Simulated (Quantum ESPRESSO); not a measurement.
Input and output of a self-consistent single point for AlV2C (P6_3/mmc, 8 atoms in the cell) (Quantum ESPRESSO).

Level of theory: PBE, GBRV 1.5 ultrasoft (PBE) pseudopotentials (plane waves; Quantum ESPRESSO).

The change in words: lattice scaled by 0.98. Reference geometry:
```yaml
crystal:
  lattice:
    - [2.87489, 0.00000, 0.00000]
    - [-1.43745, 2.48973, 0.00000]
    - [0.00000, 0.00000, 13.04716]
  atoms:
    - { symbol: Al, position: [0.33333, 0.66667, 0.25000] }
    - { symbol: Al, position: [0.66667, 0.33333, 0.75000] }
    - { symbol: V, position: [0.33333, 0.66667, 0.58638] }
    - { symbol: V, position: [0.66667, 0.33333, 0.41362] }
    - { symbol: V, position: [0.66667, 0.33333, 0.08638] }
    - { symbol: V, position: [0.33333, 0.66667, 0.91362] }
    - { symbol: C, position: [0.00000, 0.00000, 0.00000] }
    - { symbol: C, position: [0.00000, 0.00000, 0.50000] }
```

Reference input (self-consistent single point, DFT, PBE, plane waves, GBRV 1.5 ultrasoft (PBE) pseudopotentials): ecutwfc = 50 Ry; ecutrho = 400 Ry; occupations = smearing; smearing = fermi-dirac; degauss = 0.0073499 Ry; potentials = {Al: al_pbe_v1.uspp.F.UPF, V: v_pbe_v1.4.uspp.F.UPF, C: c_pbe_v1.2.uspp.F.UPF}; K_POINTS = automatic 11 11 2 0 0 0; conv_thr = 1e-10 Ry; mixing_beta = 0.4. This run's input differs from it in these lines:

```diff
@@ -38,5 +38,5 @@
 CELL_PARAMETERS {angstrom}
-   2.874894940     0.000000000     0.000000000
-  -1.437447470     2.489732052     0.000000000
-   0.000000000     0.000000000    13.047159000
+   2.817396784     0.000000000     0.000000000
+  -1.408698392     2.439937187     0.000000000
+   0.000000000     0.000000000    12.786216000
```

The program printed (abridged):

```
     Self-consistent Calculation

     iteration #  1     ecut=    50.00 Ry     beta= 0.40

     negative rho (up, down):  3.019E-03 0.000E+00

     total energy              =    -616.12418085 Ry
     estimated scf accuracy    <       2.34650414 Ry

     iteration #  2     ecut=    50.00 Ry     beta= 0.40

     negative rho (up, down):  3.037E-03 0.000E+00

     total energy              =    -616.71360351 Ry
     estimated scf accuracy    <       1.63540967 Ry

     iteration #  3     ecut=    50.00 Ry     beta= 0.40

     negative rho (up, down):  3.040E-03 0.000E+00

     total energy              =    -616.95486684 Ry
     estimated scf accuracy    <       0.06459792 Ry

   [... 10 blocks of this kind left out ...]

     iteration # 14     ecut=    50.00 Ry     beta= 0.40

     negative rho (up, down):  3.416E-03 0.000E+00

     total energy              =    -616.97882546 Ry
     estimated scf accuracy    <          1.3E-10 Ry

     iteration # 15     ecut=    50.00 Ry     beta= 0.40

     negative rho (up, down):  3.416E-03 0.000E+00
     End of self-consistent calculation

     the Fermi energy is    15.1915 ev

!    total energy              =    -616.97882546 Ry
     estimated scf accuracy    <          7.9E-12 Ry
     smearing contrib. (-TS)   =      -0.00907085 Ry
     internal energy E=F+TS    =    -616.96975461 Ry

     convergence has been achieved in  15 iterations

     negative rho (up, down):  3.416E-03 0.000E+00

     Forces acting on atoms (cartesian axes, Ry/au):

     atom    1 type  1   force =     0.00000000    0.00000000    0.00000000
     atom    2 type  1   force =    -0.00000000   -0.00000000    0.00000000
     atom    3 type  2   force =     0.00000000    0.00000000    0.02290486
     atom    4 type  2   force =    -0.00000000   -0.00000000   -0.02290486
     atom    5 type  2   force =     0.00000000    0.00000000    0.02290486
   [... lines left out ...]
     Total force =     0.045810     Total SCF correction =     0.000009
   [... lines left out ...]

     negative rho (up, down):  3.416E-03 0.000E+00
          total   stress  (Ry/bohr**3)                   (kbar)     P=      200.63
   0.00136580   0.00000000   0.00000000          200.92        0.00        0.00
   0.00000000   0.00136580  -0.00000000            0.00      200.92       -0.00
   0.00000000  -0.00000000   0.00135999            0.00       -0.00      200.06

   JOB DONE.
```

The run converged in 15 iterations. Against the reference run the free energy goes up by 51.7 meV/atom, the pressure goes from 4.77 to 20.06 GPa and the largest force goes from 0.091 to 0.589 eV/Å.

The starting cell comes from a database of computed structures (which also holds hypothetical and non-ambient phases and stackings), without a prior relaxation at this level. Its lattice was rescaled by a random factor within 2.5 % of one. For this run, on top of that: lattice scaled by 0.98. Spin polarisation is off. With a pressure of about 20 GPa the cell is away from its equilibrium volume at this level.

Cost on one core of a shared machine: roughly 3 min.
